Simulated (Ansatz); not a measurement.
Consider MoTe₂ (space group P6_3/mmc, No. 194; a = 3.497 Å, c = 13.696 Å; layered, stacked along the Cartesian z axis). Axes: x lies along a and z along c of the hexagonal cell.

The values are results of Ansatz (a program for electronic structure), PBE-D3(BJ), PAW, cutoff 420 eV, scalar-relativistic without spin-orbit coupling, not measurements.

Strains are applied to the cell and any free atomic positions relax; under biaxial strain the out-of-plane vector relaxes too.

One change was made to it. Results:

The band gap falls by 0.026 eV (0.60 eV → 0.58 eV); the volume per atom goes up by 0.22 Å³, from 24.17 Å³ to 24.39 Å³; the pressure (mean of the normal stresses, compression positive) goes from zero to -0.61 GPa.

Which change produced these results?
A. biaxial strain +2.40 %, plane normal [001], relaxed out of plane
B. biaxial strain +0.60 %, plane normal [001], relaxed out of plane
C. biaxial strain +1.20 %, plane normal [001], relaxed out of plane
D. biaxial strain +3.00 %, plane normal [001], relaxed out of plane

B, biaxial strain +0.60 %, plane normal [001], relaxed out of plane. For comparison, the pressure in the other runs: biaxial strain +3.00 %, plane normal [001], relaxed out of plane gives -2.82 GPa; biaxial strain +1.20 %, plane normal [001], relaxed out of plane gives -1.21 GPa; biaxial strain +2.40 %, plane normal [001], relaxed out of plane gives -2.31 GPa.

With Te present, leaving out spin-orbit coupling can change the band edges. Whether these cells are dynamically stable was not tested. The program warned that a D3 coordination switch lies within reach, so dispersion energies are less smooth here.
